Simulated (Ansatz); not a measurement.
The parent structure is SrHg in the CsCl type structure (space group Pm-3m, No. 221; a = 3.919 Å). Axes: x, y, z lie along the cube axes.

Method: PBEsol (Ansatz, an electronic-structure program, PAW, spin-orbit coupling left out).

For the base:

```
Quantity                        Result
-----------------------------  -------
Pressure                       0.0 GPa
Shortest interatomic distance  3.394 Å
Band gap                          zero
```

It is then changed as follows: uniaxial strain ε_zz = −0.92 %, all other strain components held at zero, atoms relaxed at fixed cell.

How does this affect the pressure?

The pressure (mean of the normal stresses, compression positive) goes from zero to 0.3 GPa.

Predict the new energy relative to the base.

The energy goes up by 0.3 meV/atom.

What happens to the shortest interatomic distance?

The shortest interatomic distance shrinks by 0.0104 Å (3.394 Å → 3.383 Å).

Estimate the effect on the band gap.

The band gap stays zero.

Without a gap, meshes like the base's 12×12×12 leave anisotropic stresses uncertain by several tenths of a GPa, and small strain energies with them. Whether these cells are dynamically stable was not tested.
